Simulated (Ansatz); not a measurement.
Worked example: self-consistent single point of CaHg (P4mm, 2 atoms in the cell) in Ansatz (a first-principles code).

Computed with PBEsol, default PAW files made with PBE (plane waves; Ansatz).

The change in words: lattice scaled by 0.98; kpoints.mp_grid.grid: 9 9 9 → 17 17 17. Reference geometry:
```xyz
2
Lattice="3.7734 0.0000 0.0000 0.0000 3.7734 0.0000 0.0000 0.0000 3.7734" Properties=species:S:1:pos:R:3 pbc="T T T"
Ca     0.0000     0.0000     0.0500
Hg     1.8867     1.8867     1.8867
```

Reference input (self-consistent single point, DFT, PBEsol, plane waves, default PAW files made with PBE): basis.ecutwfc = 30.9 Ry; kpoints.mp_grid.grid = 9 9 9; hamiltonian.xc = pbesol; hamiltonian.pseudopotentials = {kind: paw} (the program's default PAW files); scf.occupations.method = gaussian; scf.occupations.width = 0.0073 Ry. This run's input differs from it in these lines:

Ansatz 0.2 input:
```diff
@@ -3,5 +3,5 @@
   lattice:
-    - [3.77342300, 0.00000000, 0.00000000]
-    - [0.00000000, 3.77342300, 0.00000000]
-    - [0.00000000, 0.00000000, 3.77342300]
+    - [3.69795500, 0.00000000, 0.00000000]
+    - [0.00000000, 3.69795500, 0.00000000]
+    - [0.00000000, 0.00000000, 3.69795500]
   atoms:
@@ -12,3 +12,3 @@
 kpoints:
-  mp_grid: { grid: [9, 9, 9] }
+  mp_grid: { grid: [17, 17, 17] }
 hamiltonian:
```

Output (repeated stretches shortened):

```
SCF iter   1: F=—  HF=-15462.978806 eV  |F-HF|=—  |Δ(HF+E_count)|=         —  Δρ=3.37e-3  dr2=6.64e-3  ethr=1.77e-3  ⟨swp⟩=6.0  Hψ=38551  notcnv=0
all-band conjugate gradients solve this SCF's bands
preconditioner: auto → Kerker (q_TF=auto, 2.501 Å⁻¹)
SCF iter   2: F=—  HF=-15462.977519 eV  |F-HF|=—  |Δ(HF+E_count)|=   1.29e-3  Δρ=1.73e-3  dr2=1.94e-3  ethr=2.21e-5  ⟨swp⟩=2.5  Hψ=14856  notcnv=0
SCF iter   3: F=—  HF=-15462.976754 eV  |F-HF|=—  |Δ(HF+E_count)|=   7.65e-4  Δρ=4.70e-4  dr2=9.88e-5  ethr=6.48e-6  ⟨swp⟩=2.1  Hψ=11850  notcnv=0
SCF iter   4: F=—  HF=-15462.976733 eV  |F-HF|=—  |Δ(HF+E_count)|=   2.15e-5  Δρ=1.60e-4  dr2=1.62e-5  ethr=3.29e-7  ⟨swp⟩=2.0  Hψ=13253  notcnv=0
SCF iter   5: F=—  HF=-15462.976729 eV  |F-HF|=—  |Δ(HF+E_count)|=   3.80e-6  Δρ=3.69e-5  dr2=8.15e-7  ethr=5.41e-8  ⟨swp⟩=2.0  Hψ=10566  notcnv=0
SCF iter   6: F=-15462.976729 eV  HF=-15462.976729 eV  |F-HF|=4.30e-9  |Δ(HF+E_count)|=   9.59e-9  Δρ=8.86e-6  dr2=3.99e-8  ethr=3.33e-10  ⟨swp⟩=5.7  Hψ=32801  notcnv=0
SCF 1 converged in 6 iterations: F = -15462.976729 eV  dr2 = 3.99e-8
Free energy (F): -15462.976729 eV
Internal energy: -15462.971326 eV  (E = F + TS)
E sigma→0 (E₀):  -15462.974028 eV
Entropy (-TS):   -0.005402 eV (-2.701 meV/atom)
Fermi energy:    11.502458 eV
--- Forces (eV/Å), atoms counted from 1 ---
  atom   1  Ca     0.00000000     0.00000000    -0.11449058
  atom   2  Hg    -0.00000000     0.00000000     0.11447527
--- Stress (GPa, compression-positive) ---
        0.816599       0.000000      -0.000000
        0.000000       0.816599       0.000000
       -0.000000       0.000000       0.791036
  P = ⅓ Tr σ = 0.8081 GPa (8.081 kbar)
  The stress holds the Pulay correction. Without it, at fixed plane waves, as pw.x and ABINIT print it: P = 0.7875 GPa
```

The run converged in 6 iterations. Against the reference run the free energy falls by 4.4 meV/atom, the pressure goes from -1.62 to 0.81 GPa and the largest force goes from 0.091 to 0.114 eV/Å.

The starting cell comes from a database of computed structures (which also holds hypothetical and non-ambient phases and stackings), without a prior relaxation at this level. Its lattice was rescaled by up to half a per cent. One atom was moved a little off its site on purpose. For this run, on top of that: lattice scaled by 0.98. Ansatz's pressure includes its estimate of the finite-basis (Pulay) stress.
